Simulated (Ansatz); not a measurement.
**Effect of isotropic strain −1.50 % on MgO**

Base system: MgO in the rock salt structure (space group Fm-3m, No. 225; a = 4.2044 Å).

Modification: the cell is scaled by 0.9850 in all directions, atoms relaxed at fixed cell.

Calculations: r2SCAN, PAW, 500 eV (Ansatz, an electronic-structure program; scalar-relativistic without spin-orbit coupling). Settings: 13×13×13 k-points, 0.05 eV Fermi–Dirac smearing.

```json
[
 {"quantity": "volume per atom", "base": "9.29 Å³", "changed": "8.88 Å³", "shift": "-0.41 Å³"},
 {"quantity": "energy relative to the base (free energy F)", "base": "0 meV/atom", "changed": "+10 meV/atom", "shift": "+10 meV/atom"},
 {"quantity": "band gap", "base": "5.68 eV", "changed": "6.16 eV", "shift": "+0.475 eV"},
 {"quantity": "gap character", "base": "direct at Γ", "changed": "direct at Γ", "shift": "–"},
 {"quantity": "mean gap deformation potential ΔEg/Δln V", "base": "–", "changed": "-10.5 eV", "shift": "–"},
 {"quantity": "width of the top valence band", "base": "1.78 eV", "changed": "1.87 eV", "shift": "+0.09 eV"},
 {"quantity": "electron mass", "base": "0.36 mₑ (at Γ)", "changed": "0.38 mₑ (at Γ)", "shift": "–"},
 {"quantity": "hole mass (degenerate bands, along [100])", "base": "0.42, 2.1, 2.1 mₑ (at Γ)", "changed": "0.43, 2.0, 2.0 mₑ (at Γ)", "shift": "–"}
]
```

Final structure:

```
MgO
1.0
    0.00000     2.07068     2.07068
    2.07068     0.00000     2.07068
    2.07068     2.07068     0.00000
Mg O
1 1
Direct
  0.00000   0.00000   0.00000
  0.50000   0.50000   0.50000
```

Masses are band curvatures over ±0.01 Å⁻¹ around the edge. Stability against distortions was not tested.
